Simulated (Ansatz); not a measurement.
# HfC: 6 layers

Consider HfC in the rock salt structure (space group Fm-3m, No. 225; a = 4.641 Å). Axes: x, y, z lie along the cube axes.

One thing is altered: a free-standing slab of 6 layers (12 atoms, 2 a layer) is cut normal to the z axis, with 15 Å of vacuum and the in-plane cell held at bulk.

Calculations: Ansatz (a first-principles code) r2SCAN, spin-orbit coupling left out. Γ-centred 14×14×1 mesh, Fermi–Dirac width 0.05 eV, for the changed cell.

| quantity | base | changed | shift |
|---|---|---|---|
| layer's space group (with vacuum) | – | P4/nmm (No. 129) | – |
| shortest interatomic distance | 4.385 bohr | 4.195 bohr | -0.190 bohr |
| band gap | zero | zero | – |
| excess energy per area of both faces (slab less bulk energy over the cell's area: twice a surface energy) (uncertain by up to 0.2 J/m²) | – | 3.7 J/m² | – |
| thickness between the outermost nuclei | – | 11.58 Å | – |
| change of the spacing d12 from its bulk value of 2.320 Å | – | -1.9 % | – |
| change of the spacing d23 from its bulk value of 2.320 Å | – | -0.3 % | – |

Cost of the whole job for the changed cell (relaxation, final SCF and bands): roughly 17 core-minutes.

Slab and bulk use different k-meshes, which limits the precision of the excess energy. Stability against distortions was not tested. The final runs are not spin-polarised.
